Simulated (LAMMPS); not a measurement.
MD of ZnO (wurtzite) at zero pressure, 432 atoms, as a liquid; each row is its own run.

All values are model results, not measurements: classical MD, Buckingham potential of Lewis and Catlow, J. Phys. C 18, 1149 (1985), first set, used with rigid ions (no shells), PPPM sums, short-range terms cut at 10 Å, modified for these runs by an r^-4 repulsive force inside the short-range force's maximum, run in LAMMPS.

```csv
T (K),volume (Å³/atom)
1580,13.198
1800,13.370
2020,13.488
2480,13.934
2810,14.204
2920,14.476
3150,14.536
3600,15.091
```

Problem. Fit a straight line, y = a + b x, to these rows (x is the first column, y the second) and predict the run at x = 2250.

Solution. Least squares gives a = 11.663 and b = 0.0009329. At x = 2250 the fit predicts 13.762 Å³/atom. The run itself gave 13.76 ± 0.03 Å³/atom, so the fit is 0.051 % high, within the run's error.

Caution: the potential ionic pair potential lewis1985a is fitted to static crystal properties with a polarisable anion, which is rigid here.

Caution: at ambient pressure real ZnO sublimes or decomposes before or as it melts, so this liquid is the model's.

Caution: a run this short can hold a crystal over, or a liquid under, the potential's own melting point, which these runs don't give.
